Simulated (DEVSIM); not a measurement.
System: Schottky contact on n-type GaP, at 450 K.

Layer 1 from the left is GaP, thickness (μm) 2.10, Nd (cm⁻³) 1.8e16, τn (s) 1.5e-6, τp (s) 1.5e-6.

Left contact: Schottky, work function 4.66 eV, emission velocity 5.4e6 cm/s. Right contact: ohmic. Voltage is applied to the left contact. Recombination: SRH at mid-gap. Mobility is constant in doping.

The device is made up for the run: typed textbook-type constants, with dimensions and the other settings drawn at random. Values at 300 K; Nc and Nv go as T^1.5, mobilities as T to minus their exponent, the gap by Varshni's rule with the affinity fixed.

GaP: gap (eV) 2.26, affinity (eV) 3.8, permittivity 11.1, Nc (cm⁻³) 1.8e19, Nv (cm⁻³) 1.9e19, μn (cm²/Vs) 250, μp (cm²/Vs) 150, T exponent of μn 1.6, T exponent of μp 1.98, Varshni α (eV/K) 0.00058, Varshni β (K) 372.

Model (solved in DEVSIM): 1D drift-diffusion, Boltzmann statistics, complete ionisation; no tunnelling, impact ionisation, image-force lowering or self-heating. Metal contacts follow the ideal Schottky-Mott rule: no Fermi-level pinning, no interface dipoles.

Dark forward current:

| |V| (V) | |J| (A/cm²) |
|---|---|
| 0.05 | 0.009682 |
| 0.10 | 0.04358 |
| 0.15 | 0.1619 |
| 0.20 | 0.5701 |
| 0.25 | 1.940 |
| 0.30 | 6.241 |
| 0.35 | 17.87 |
| 0.40 | 42.40 |
| 0.45 | 81.81 |
| 0.50 | 133.6 |
| 0.55 | 194.3 |
| 0.60 | 261.0 |
| 0.65 | 332.1 |
| 0.70 | 406.2 |
| 0.75 | 482.8 |
| 0.80 | 561.1 |
| 0.85 | 640.8 |
| 0.90 | 721.7 |
| 0.95 | 803.6 |
| 1.00 | 886.2 |
| 1.05 | 969.5 |
| 1.10 | 1053 |
| 1.15 | 1138 |
| 1.20 | 1223 |
| 1.25 | 1308 |
| 1.30 | 1393 |

Q: Work out the local ideality factor n = ΔV / (kT/q · ln(J2/J1)) between the rows 0.20 and 0.25 V, 1.25 and 1.30 V.

A: kT/q = 38.78 mV. From 0.20 to 0.25 V: ln(1.940/0.5701) = 1.225, n = 1.05, near the 1 of diffusion or emission over a barrier. From 1.25 to 1.30 V: ln(1393/1308) = 0.063, n = 20.48; the layers' resistance at their doping, Σ W/(qμN) = 0.00056 Ω cm², would take 47 mV of this step of 50 mV.

Q: Estimate the current at 0.20 V for emission alone, J0 = q v N_band exp(−φB/kT), and read the barrier back from the simulated current.

A: φB = 0.860 eV, N_band = 3.31e19 cm⁻³, J0 = 0.00669 A/cm²; J = J0 (exp(qV/kT) − 1) = 1.16 A/cm². The simulation gives 0.570 A/cm²; the estimate lies 100 % above. Read backwards, the simulated current gives an apparent barrier of 0.887 eV. The estimate leaves out transport through the depletion region and minority injection.
